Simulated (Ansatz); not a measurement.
We consider double-hcp La, described by PBEsol+SOC (Ansatz, a quantum-chemistry and plane-wave program, plane waves, PAW).

Numerical settings: plane-wave cutoff 520 eV, 18×18×6 k mesh (along the axes of the cell as run), Fermi–Dirac smearing 0.05 eV, PAW data made under PBE.

A third-order Birch–Murnaghan fit to the energies gives V0 = 33.997 Å³/atom, B0 = 26.9 GPa, B′ = 2.7.

| V (Å³/atom) | P (GPa) |
|---|---|
| 32.641 | (withheld) |
| 33.321 | (withheld) |
| 34.001 | -0.003 |
| 34.681 | (withheld) |
| 35.361 | (withheld) |

Estimate the withheld pressures from this fit; the answers are the runs' own values.


- 32.641, P (GPa): 1.156
- 33.321, P (GPa): 0.554
- 34.681, P (GPa): -0.520
- 35.361, P (GPa): -1.001

The formula P = (3/2) B0 (x^(7/3) − x^(5/3)) [1 + (3/4)(B′ − 4)(x^(2/3) − 1)] with x = V0/V meets the computed pressures within 0.01 GPa when these rounded values are put in.

Shape and atoms are relaxed at each volume.

Measured, for comparison: bulk modulus 27.9 GPa (room temperature, no zero-point or thermal correction; as tabulated in Wikipedia's data pages). Computed (rounded) less measured: bulk modulus -4 %.

Note: the bulk modulus comes from volumes at which shape and atoms were relaxed.

Static lattice: no zero-point or thermal effects.

It cost about 60 core-minutes (a rough figure) of CPU time.
